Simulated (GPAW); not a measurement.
Worked example: self-consistent single point of CaSi2Ni2 (I4/mmm, 5 atoms in the cell) in GPAW.

Method of the run: PBEsol, GPAW PAW datasets PBEsol (made by gpaw-setup) (plane waves; GPAW).

```yaml
crystal:
  lattice:
    - [-1.98138, 1.98138, 4.82047]
    - [1.98138, -1.98138, 4.82047]
    - [1.98138, 1.98138, -4.82047]
  atoms:
    - { symbol: Ca, position: [0.00000, 0.00000, 0.00000] }
    - { symbol: Si, position: [0.63068, 0.63068, 0.00000] }
    - { symbol: Si, position: [0.36932, 0.36932, 0.00000] }
    - { symbol: Ni, position: [0.75000, 0.25000, 0.50000] }
    - { symbol: Ni, position: [0.25000, 0.75000, 0.50000] }
```

Reference input (self-consistent single point, DFT PBEsol, plane waves, GPAW PAW datasets PBEsol (made by gpaw-setup)): mode = pw; ecut = 800 eV; xc = PBEsol; kpts = 9 9 9; mesh shift (steps) = 0 0 0; occupations.name = methfessel-paxton; occupations.width = 0.136 eV; occupations.order = 0; nbands = -13; convergence.density = 1e-05 e/electron; convergence.energy = 1e-05 eV/electron; symmetry.symmorphic = false. This run's input differs from it in these lines:

```diff
@@ -17,3 +17,3 @@
             xc='PBEsol',
-            kpts=(9, 9, 9),
+            kpts=(5, 5, 5),
             occupations={'name': 'methfessel-paxton', 'width': 0.136, 'order': 0},
```

The program printed (abridged):

```
     iter     time        total  log10-change:
                         energy   eigst   dens
iter:   1 --:--:--   -33.341550
iter:   2 --:--:--   -33.089579   -0.25  -1.39
iter:   3 --:--:--   -32.952887   -0.94  -1.46
iter:   4 --:--:--   -33.036858   -1.67  -1.55
iter:   5 --:--:--   -33.086974   -2.34  -1.82
iter:   6 --:--:--   -33.064746   -2.99  -2.00
iter:   7 --:--:--   -33.068241   -3.49  -2.38
iter:   8 --:--:--   -33.069190   -4.17  -2.78
iter:   9 --:--:--   -33.068011   -4.43  -2.81
iter:  10 --:--:--   -33.067999   -6.39  -3.67
iter:  11 --:--:--   -33.068005c  -6.91  -3.80
iter:  12 --:--:--   -33.068011c  -6.72  -3.87
iter:  13 --:--:--   -33.068008c  -7.22  -4.06
iter:  14 --:--:--   -33.068004c  -7.55c -4.17
iter:  15 --:--:--   -33.068001c  -7.80c -4.30
iter:  16 --:--:--   -33.068000c  -9.24c -4.68
iter:  17 --:--:--   -33.067999c  -8.01c -4.71
iter:  18 --:--:--   -33.067999c  -8.98c -5.05c
Converged after 18 iterations.

Dipole moment: (-0.000000, 0.000000, 0.000000) |e|*Ang

Energy contributions relative to reference atoms: (reference = -116896.123660)

Kinetic:        +25.329835
Potential:      -15.878387
External:        +0.000000
XC:             -42.010926
Entropy (-ST):   -0.021231
Local:           -0.497905
SIC:             +0.000000
--------------------------
Free energy:    -33.078614
Extrapolated:   -33.067999

Showing only first 2 kpts
 Kpt  Band  Eigenvalues  Occupancy
  0    23      6.66933    2.00000
  0    24      6.66933    2.00000
  0    25      8.40871    0.00000
  0    26      9.68173    0.00000

  1    23      6.24985    2.00000
  1    24      7.13394    2.00000
  1    25      7.29060    1.99716
  1    26      8.23437    0.00000

Fermi level: 7.57758

No gap
No difference between direct/indirect transitions
Energy (eV): -33.067999

Forces in eV/Ang:
  0 Ca    0.00000   -0.00000    0.00000
  1 Si    0.00000    0.00000   -0.10445
  2 Si    0.00000    0.00000    0.10445
  3 Ni    0.00000    0.00000    0.00000
  4 Ni    0.00000   -0.00000    0.00000

Stress tensor:
     0.005254     0.000000     0.000000
     0.000000     0.005254     0.000000
     0.000000     0.000000     0.005226
Stress (GPa, Voigt): [0.8417 0.8417 0.8372 0.     0.     0.    ]
```

The run converged in 18 iterations. GPAW prints stress with tension positive. Against the reference run the free energy is nearly the same (within 1 meV/atom), the pressure moves little (-0.93 to -0.84 GPa) and the largest force goes from 0.077 to 0.104 eV/Å.

The starting cell comes from a database of computed structures (which also holds hypothetical and non-ambient phases and stackings), without a prior relaxation at this level. Its lattice was rescaled by a random factor within 2.5 % of one. Spin polarisation is off.

Cost on one core of a shared machine: roughly 90 s.
